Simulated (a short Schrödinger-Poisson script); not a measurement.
Solved with a short Schrödinger-Poisson script written for these runs: 1D Poisson equation in equilibrium, electrons quantum, Hartree (BenDaniel-Duke, 12 states a valley, the channel's in-plane mass for all, wave functions ending at the dielectric), parabolic valleys, classical holes, full ionisation, no traps, pinning or gate leakage.

Structure: MOS inversion layer, Si3N4 on p-type Ge(100), at 300 K.

From the gate side: 2.8 nm Si3N4; 270 nm Ge, acceptors 2.3e18 cm⁻³.

Constants are typed, rounded textbook-type inputs, not results; the design itself was drawn at random and stands for no fabricated device. Si3N4: permittivity 7.5, conduction-band edge (eV) 1.9, gap (eV) 5.1, electron mass (mₑ) 0.5. Ge: permittivity 16, conduction-band edge (eV) 0, gap (eV) 0.664, Nv at 300 K (cm⁻³) 6e18.

Channel valleys (confinement mass, in-plane density-of-states mass, number): L4 0.12, 0.295, 4. At the gate the conduction-band edge of layer 1 lies 1.91 eV − eVg above the Fermi level of the channel; the field vanishes at the back. Gaps are held at their typed values at every temperature. Mesh 0.03 nm at interfaces.

**Question.** Give the sheet density of all electrons at Vg = 1.05 V (cm⁻²); the centroid of the channel electrons at Vg = 1.05 V (nm); the gate voltage at 1e11 electrons/cm² (V).

**Answer.** sheet density of all electrons at Vg = 1.05 V (cm⁻²): 4.79e12; centroid of the channel electrons at Vg = 1.05 V (nm): 2.51; gate voltage at 1e11 electrons/cm² (V): 0.50. Only the L valleys are kept; under strong confinement the Δ valleys of Ge fill too.
